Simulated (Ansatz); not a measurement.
SiC under load (space group P6_3mc), Ansatz (an electronic-structure program) with PBE with spin-orbit coupling, rigid bands. Condition of this run: hydrostatic pressure of 10 GPa (compression positive) (the target of the relaxation). Band gap 2.20 eV, N_c = 1.06e19 cm⁻³ and N_v = 7.21e19 cm⁻³ at 300 K, conductivity masses along x (a = (3.03, 0.00, 0.00) Å; b = (-1.52, 2.63, 0.00) Å; c = (0.00, 0.00, 4.98) Å) of 0.434 mₑ (electrons) and 1.25 mₑ (holes). Take k_BT = 0.02585 eV.

What thermal injection velocity √(2k_BT/πm) limits a ballistic channel along the direction named?

8.17e6 cm/s for electrons and 4.81e6 cm/s for holes, a ratio of √(m_h/m_e) = 1.70, for dilute carriers.

Find the intrinsic carrier density and the intrinsic Fermi level.

n_i = √(N_c N_v) exp(−E_g/2k_BT) = 2.76e19 × exp(−42.55) = 9.2e0 cm⁻³. The level lies (k_BT/2) ln(N_v/N_c) = 25 meV from mid-gap (positive towards the conduction band). Each 0.1 eV added to the gap lowers n_i by a factor of 6.9.

What built-in voltage has an abrupt junction with N_A = 1e16 and N_D = 1e18 cm⁻³, all dopants ionised?

V_bi = E_g/e − (k_BT/e) ln(N_c N_v/(N_A N_D)) = 2.20 − 0.02585 × 11.24 = 1.91 V, for the computed gap.

Rigid bands with the computed gap; masses take one relaxation time for all states. Geometry: cell and atoms relaxed with PBEsol.
